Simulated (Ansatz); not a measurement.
A computed series for hypothetical diamond Li: pressure series

Consider Li in the diamond structure (space group Fd-3m, No. 227; a = 5.895 Å; a hypothetical phase, not in the database extracts checked).

Cell and atoms are relaxed at each pressure.

Levels (all Ansatz, a first-principles code, PAW): PBE (420 eV, without spin-orbit coupling); PBEsol (420 eV, no SOC).

The base cell above is that of PBE; each level relaxes its own structures.

```
case              volume per atom, PBE  volume per atom, PBEsol
----------------  --------------------  -----------------------
pressure −1 GPa               33.82 Å³                 33.42 Å³
pressure 0.3 GPa              24.32 Å³                 24.13 Å³
pressure 0.7 GPa              22.93 Å³                 22.75 Å³
pressure 1.5 GPa              20.91 Å³                 20.75 Å³
pressure 3 GPa                18.41 Å³                 18.27 Å³
pressure 5 GPa                16.36 Å³                 16.23 Å³
pressure 7.5 GPa              14.72 Å³                 14.60 Å³
pressure 10 GPa               13.56 Å³                 13.44 Å³
```

PBE lies above PBEsol in every row, by 0.11 Å³ to 0.41 Å³. They put the cases in the same order.

Load acts through the strain it causes; cell and atoms are relaxed under it. Whether these cells are dynamically stable was not tested. No other phases were tried under pressure.
